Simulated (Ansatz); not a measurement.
Base system: GaSb in the zinc blende structure (space group F-43m, No. 216; a = 6.132 Å). Axes: x, y, z lie along the cube axes.

Method: r2SCAN (Ansatz, a first-principles code; PAW; 500 eV plane waves; scalar-relativistic without spin-orbit coupling).

One thing is altered: uniaxial strain ε_zz = −0.50 %, all other strain components held at zero; the atoms relax in the strained cell.

Task: Predict the stress tensor and what it implies for the stiffness.

Result: Stress of the strained cell less that of the base (GPa, compression positive):
```
   0.19    0.00    0.00
   0.00    0.19    0.00
   0.00    0.00    0.43
```

Then −Δσ_ii/ε with ε = -0.0050 gives relaxed-ion elastic constants: C33 ≈ 87 GPa.

Stability against distortions was not tested.
